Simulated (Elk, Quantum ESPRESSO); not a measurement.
A Quantum ESPRESSO input for a self-consistent single point of Sb (R-3m, 2 atoms in the cell) (DFT, PBE, spin-orbit coupling, plane waves, PSlibrary fully relativistic PAW (PBE) pseudopotentials):

```fortran
&control
   calculation = 'scf',
   prefix = 'scf',
   outdir = './out',
   pseudo_dir = './',
   tprnfor = .true.,
   tstress = .true.,
/
&system
   ibrav = 0,
   nat = 2,
   ntyp = 1,
   ecutwfc = 30,
   ecutrho = 270,
   occupations = 'smearing',
   smearing = 'fermi-dirac',
   degauss = 0.0073499,
   noncolin = .true.,
   lspinorb = .true.,
/
&electrons
   conv_thr = 1.0d-10,
   mixing_beta = 0.7,
/
ATOMIC_SPECIES
Sb   121.7600  Sb.rel-pbe-n-kjpaw_psl.1.0.0.UPF
ATOMIC_POSITIONS crystal
Sb    0.23350000    0.23350000    0.23350000
Sb    0.76650000    0.76650000    0.76650000
K_POINTS automatic
8 8 8  0 0 0
CELL_PARAMETERS angstrom
   3.89204504    -2.11944215     0.00000003
   3.89204504     2.11944215     0.00000003
   2.73788699     0.00000000     3.48482775
```

Question: Translate this input to Elk.

Answer: This is the input that was run; spellings and numerical settings could be chosen otherwise.

```
tasks
  0

xctype
  20

spinorb
  .true.

rgkmax
  7.5

gmaxvr
  16.0

nxlo
  2

lorbcnd
  .true.

lmaxi
  3

nempty
  10

swidth
  0.00367493

maxscl
  100

scale
  8.374717324

avec
    0.8782265600   -0.4782448215    0.0000000073
    0.8782265600    0.4782448215    0.0000000073
    0.6177947700    0.0000000000    0.7863393811

atoms
  1
  'Sb.in'
  2
  0.2335000000  0.2335000000  0.2335000000    0.0 0.0 0.0
  0.7665000000  0.7665000000  0.7665000000    0.0 0.0 0.0

ngridk
  8 8 8
```

Basis, cutoffs, solver keys and any potentials are the target program's own. This input uses DFT, PBE, spin-orbit coupling in second variation, all-electron FP-LAPW, Elk's shipped species files, APW+lo basis with extra local orbitals.

The starting cell has typed, rounded lattice constants, without a prior relaxation at this level. Its lattice was rescaled by a random factor within 2.5 % of one.
